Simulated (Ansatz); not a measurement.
**Effective masses and thermopower of MgO (Fm-3m)**

Input:

```yaml
crystal:
  lattice:
    - [0.00000, 2.09841, 2.09841]
    - [2.09841, 0.00000, 2.09841]
    - [2.09841, 2.09841, 0.00000]
  atoms:
    - { symbol: Mg, position: [0.00000, 0.00000, 0.00000] }
    - { symbol: O, position: [0.50000, 0.50000, 0.50000] }
```

All values below come from PBEsol, rigid bands (plane waves, PAW, scalar-relativistic; Ansatz, a program for electronic structure). Condition of this run: hydrostatic pressure 2 GPa (the target of the relaxation). Cell: cell and atoms relaxed with PBEsol, then loaded as said.

```
Item                                                                                                                                                          Result
---------------------------------------------------------------------------------------------------------------------------------------  ---------------------------
band gap                                                                                                                                                     4.74 eV
electron conductivity mass (300 K, dilute)                                                                                                                   0.36 mₑ
hole conductivity mass (300 K, dilute)                                                                                                                        2.3 mₑ
effective density of states N_c (300 K)                                                                                                                  5.4e18 cm⁻³
effective density of states N_v (300 K)                                                                                                                  2.9e20 cm⁻³
density-of-states mass, electrons                                                                                                                            0.36 mₑ
density-of-states mass, holes                                                                                                                                 5.1 mₑ
Seebeck coefficient, n-type 1e19 cm⁻³, 300 K                                                                                                               -173 μV/K
best n-type power factor at 300 K for τ = 10 fs (best axis; densities from 1e16 to 1e21 cm⁻³ tried, whether or not they can be reached)  2.4 μW/(cm·K²) at 3e19 cm⁻³
Seebeck coefficient, p-type 1e19 cm⁻³, 300 K                                                                                                                506 μV/K
```

Rigid bands; masses and Seebeck coefficients take one relaxation time τ for all states and one kind of carrier; polarons and phonon drag are left out. Spin-orbit coupling is left out.
